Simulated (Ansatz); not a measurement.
CaHfSe₃ (model structure, started from the cubic perovskite type, Pm-3m, No. 221, 5 atoms in the cell) was calculated with r²SCAN (Ansatz, a first-principles code, plane waves, PAW).

Input:

Ansatz 0.2 input:
```yaml
crystal:
  lattice:
    - [5.1230742421, 0.0, 0.0]
    - [0.0, 5.1230742421, 0.0]
    - [0.0, 0.0, 5.1230742421]
  atoms:
    - { symbol: Ca, position: [0.0, 0.0, 0.0] }
    - { symbol: Hf, position: [0.5, 0.5, 0.5] }
    - { symbol: Se, position: [0.0, 0.5, 0.5] }
    - { symbol: Se, position: [0.5, 0.5, 0.0] }
    - { symbol: Se, position: [0.5, 0.0, 0.5] }
basis:
  ecutwfc: 560
  ecutrho_ratio: 4
  xc_grid: 3
kpoints:
  mp_grid: { grid: [12, 12, 12] }
hamiltonian:
  xc: r2scan
  dispersion: none
  pseudopotentials: { kind: paw }
scf:
  occupations: { method: fermi_dirac, width: 0.05 }
  convergence: { dr2_threshold: 0.0000000005 }
output:
  forces: true
  stress: true
  eigenvalues: true
```

### Question
How many irreducible k-points, plane waves at Γ does the program set up, and what pressure does the run end with?

### Answer
84 irreducible k-points, 3959 plane waves at Γ; P = 1.82 GPa, so the cell is compressed on average and its volume would grow at this level.

Output (set-up and result lines):

```
Crystal: 5 atoms, lattice volume = 134.460 Å³
Basis set: ecut = 560 eV, 3959 PW (Γ), exchange–correlation on 120×120×120 points (27 copies of the dense FFT grid, shifted against one another)
Bands: 51, of which v1, the nominal top of the filled ones, is band 42 counted from 1 (41 counted from 0)
Symmetry: 48 space group operations
Space group: Pm-3m (ITA 221), of the structure as read, at distance tolerance 5.1e-5 Å
k-points: 84 of 1728
Functional: x = r2scan, c = r2scan; τ floored in thin density (d = 2e-4 eV/Å³)
SCF iter   1: F=—  HF=-33996.357898 eV  |F-HF|=—  |Δ(HF+E_count)|=         —  Δρ=7.25e-3  dr2=1.17e-1  dr2_τ=6.12e-2
SCF iter   2: F=—  HF=-33996.385644 eV  |F-HF|=—  |Δ(HF+E_count)|=   2.77e-2  Δρ=3.39e-3  dr2=2.68e-2  dr2_τ=1.29e-3
  ...
SCF iter   9: F=—  HF=-33996.382687 eV  |F-HF|=—  |Δ(HF+E_count)|=   2.00e-8  Δρ=1.30e-6  dr2=3.38e-9  dr2_τ=1.99e-10
SCF iter  10: F=-33996.382687 eV  HF=-33996.382687 eV  |F-HF|=3.64e-11  |Δ(HF+E_count)|=   1.11e-9  Δρ=1.82e-7  dr2=5.65e-11  dr2_τ=8.59e-12
SCF 1 converged in 10 iterations: F = -33996.382687 eV  dr2 = 5.65e-11
SCF converged after 10 iterations
Free energy (F): -33996.382687 eV
Internal energy: -33996.382549 eV  (E = F + TS)
E sigma→0 (E₀):  -33996.382618 eV
Fermi energy:    9.502499 eV
--- Forces (eV/Å), atoms counted from 1 ---
  atom   1  Ca    -0.00000000     0.00000000    -0.00000000
  atom   2  Hf    -0.00000000     0.00000000     0.00000000
  atom   3  Se     0.00000000     0.00000000     0.00000000
  atom   4  Se     0.00000000     0.00000000     0.00000000
  atom   5  Se     0.00000000    -0.00000000    -0.00000000
--- Stress (GPa, compression-positive) ---
        1.819868       0.000000       0.000000
        0.000000       1.819868       0.000000
        0.000000      -0.000000       1.819868
  P = ⅓ Tr σ = 1.8199 GPa (18.199 kbar)
```

The PAW data were made under PBE.

Note: the relaxation could raise the start's symmetry but not lower it, so the cell can be a saddle point. Note: cell and atoms aren't relaxed at this level (pressure 1.8 GPa).

A model structure was made by putting elements into a prototype or built by hand; it is no filed structure, need not be a known phase, and can be a saddle point held by its symmetry.
